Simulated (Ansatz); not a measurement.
The starting structures come from a database of crystals and need not be the phases stable at ambient conditions.

# Evanescent states of Tl$_{2}$SiHgSe$_{4}$ (I-42m, not sure to be the ambient phase, 8 atoms a cell, 26.6 Å³ an atom) along the normal of (100)

Computed with PBEsol (plane waves, PAW; Ansatz, an electronic-structure program).

The gap is the functional's own. No spin-orbit coupling. Mid-gap values are interpolated on the energy grid.

Energies count from the valence-band top; κ is the least over a 6×4 mesh across the current.

```json
[
 {"E (eV)": "0.03", "κ (1/Å)": "0.052", "where": "Γ"},
 {"E (eV)": "0.07", "κ (1/Å)": "0.089", "where": "Γ"},
 {"E (eV)": "0.12", "κ (1/Å)": "0.113", "where": "Γ"},
 {"E (eV)": "0.17", "κ (1/Å)": "…", "where": "Γ"},
 {"E (eV)": "0.23", "κ (1/Å)": "…", "where": "Γ"},
 {"E (eV)": "0.28", "κ (1/Å)": "…", "where": "Γ"},
 {"E (eV)": "0.33", "κ (1/Å)": "…", "where": "off Γ"},
 {"E (eV)": "0.38", "κ (1/Å)": "…", "where": "off Γ"},
 {"E (eV)": "0.42", "κ (1/Å)": "…", "where": "off Γ"},
 {"E (eV)": "0.47", "κ (1/Å)": "…", "where": "Γ"},
 {"E (eV)": "0.53", "κ (1/Å)": "…", "where": "Γ"},
 {"E (eV)": "0.57", "κ (1/Å)": "0.120", "where": "Γ"},
 {"E (eV)": "0.62", "κ (1/Å)": "0.094", "where": "Γ"},
 {"E (eV)": "0.68", "κ (1/Å)": "0.052", "where": "Γ"}
]
```

Problem. Fill in the missing entries.

Solution. 
- 0.17, κ (1/Å): 0.131
- 0.23, κ (1/Å): 0.147
- 0.28, κ (1/Å): 0.160
- 0.33, κ (1/Å): 0.165
- 0.38, κ (1/Å): 0.163
- 0.42, κ (1/Å): 0.159
- 0.47, κ (1/Å): 0.153
- 0.53, κ (1/Å): 0.138
